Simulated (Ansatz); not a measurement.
Take InP in the zinc blende structure (space group F-43m, No. 216; a = 5.827 Å) as the base.

All numbers come from plane-wave PAW DFT at the LDA level (Ansatz, an electronic-structure program, 420 eV), no spin-orbit coupling.

Base values:

| Property | Result |
|---|---|
| Electron mass | 0.046 mₑ (at Γ) |
| Hole mass | 0.046, 0.41, 0.41 mₑ (at Γ) |
| Volume per atom | 24.73 Å³ |
| Valley order | Γ 0.58 eV; L along ⟨111⟩ 1.35 eV; X along ⟨100⟩ 1.57 eV |

Perturbation: a hydrostatic pressure of 9 GPa.

Q: How does this affect the electron mass, hole mass, volume per atom and valley order?

A: The electron mass goes from 0.046 mₑ (at Γ) to 0.082 mₑ (at Γ); the hole mass (degenerate bands, along [100]) changes from 0.046, 0.41, 0.41 mₑ (at Γ) to 0.082, 0.36, 0.36 mₑ (at Γ); the volume per atom falls by 2.36 Å³ to 22.37 Å³; the valley order (the lowest conduction-band minima on the path, energy above the VBM, named in the base's zone) changes from Γ 0.58 eV; L along ⟨111⟩ 1.35 eV; X along ⟨100⟩ 1.57 eV to Γ 1.11 eV; X along ⟨100⟩ 1.39 eV; L along ⟨111⟩ 1.59 eV.

The levels and masses belong to the bands next to the band gap. Load acts through the strain it causes; cell and atoms are relaxed under it. Masses are band curvatures over ±0.01 Å⁻¹ around the edge. No phonon test of stability was made. Tetrahedral semiconductors of this kind turn to denser phases somewhere between about 1 and 50 GPa; those were not computed, so compressed cells here can lie past the real transition.
